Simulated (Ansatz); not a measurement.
Here is the system:

```yaml
crystal:
  lattice:
    - [0.00000, 3.11077, 3.11077]
    - [3.11077, 0.00000, 3.11077]
    - [3.11077, 3.11077, 0.00000]
  atoms:
    - { symbol: Cd, position: [0.00000, 0.00000, 0.00000] }
    - { symbol: Se, position: [0.75000, 0.75000, 0.75000] }
```

Level of theory: r2SCAN with spin-orbit coupling, rigid bands (plane waves, PAW; Ansatz, a first-principles code). Condition of this run: hydrostatic pressure -2 GPa (the target of the relaxation). Geometry: cell and atoms relaxed with r2SCAN, then loaded as said.

**Question.** What conductivity effective mass do dilute electrons have at 300 K?

**Answer.** 0.098 mₑ.

**Question.** Predict the hole conductivity mass (n e² τ/σ) at 300 K, by direction if it differs.

**Answer.** 0.84 mₑ.

**Question.** And the band gap?

**Answer.** 0.83 eV at this level; semilocal functionals usually fall short of the measured gap.

Rigid bands, one relaxation time for all states, no polarons.
